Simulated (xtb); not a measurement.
xtb 6.7.1, GFN2-xTB: Mo(NH)(S)(SH)(OSiH3) ([NH]=[Mo](=[S])([SH])[O][SiH3]), 11 atoms. The geometry is a generated start, not checked to be a minimum at this level.

```json
{
  "method": "GFN2-xTB",
  "--acc": "1 (default)",
  "--etemp (K)": "300 (default)",
  "detailed input (--input)": "none: ANC optimiser, Lindh (1995) Hessian, microcycle=20, maxdispl=1.0, hlow=0.01 (default)",
  "basis_functions": "53",
  "valence_electrons": "38"
}
```

```xyz
11

Mo    -1.0725    -0.5168     0.1249
N     -1.5532    -1.9121    -0.7773
H     -1.7953    -2.8018    -1.1984
S     -1.7227    -0.6707     2.1705
S     -2.3356     1.2184    -0.8146
H     -1.9471     2.1344     0.0926
O      0.6291     0.0191     0.1133
Si     2.1697     0.5299     0.0798
H      2.3472     1.3650     1.2778
H      2.2830     1.3170    -1.1562
H      2.9974    -0.6823     0.0875
```

Charge 0 and multiplicity 1 are set for this test and not shown to be the ground state.

The structure is relaxed from this start with --opt LEVEL for the levels crude, sloppy, loose, lax, normal, tight, vtight, extreme, once each. Up to the end of the extreme run atoms move by at most 0.73 Å along an axis.

Problem. What is the loosest level that ends within 20 meV of the extreme run, and how many cycles does it take?

Solution. lax: 12 cycles against 67, ending 1.9 meV above.

```json
[
 {"level": "crude", "cycles": "1", "energy above the extreme run (meV)": "30", "gradient norm (eV/Å)": "0.18"},
 {"level": "sloppy", "cycles": "1", "energy above the extreme run (meV)": "30", "gradient norm (eV/Å)": "0.18"},
 {"level": "loose", "cycles": "1", "energy above the extreme run (meV)": "30", "gradient norm (eV/Å)": "0.18"},
 {"level": "lax", "cycles": "12", "energy above the extreme run (meV)": "1.9", "gradient norm (eV/Å)": "0.074"},
 {"level": "normal", "cycles": "13", "energy above the extreme run (meV)": "1.8", "gradient norm (eV/Å)": "0.049"},
 {"level": "tight", "cycles": "19", "energy above the extreme run (meV)": "1.5", "gradient norm (eV/Å)": "0.016"},
 {"level": "vtight", "cycles": "48", "energy above the extreme run (meV)": "0.10", "gradient norm (eV/Å)": "0.0054"},
 {"level": "extreme", "cycles": "67", "energy above the extreme run (meV)": "—", "gradient norm (eV/Å)": "0.0041"}
]
```
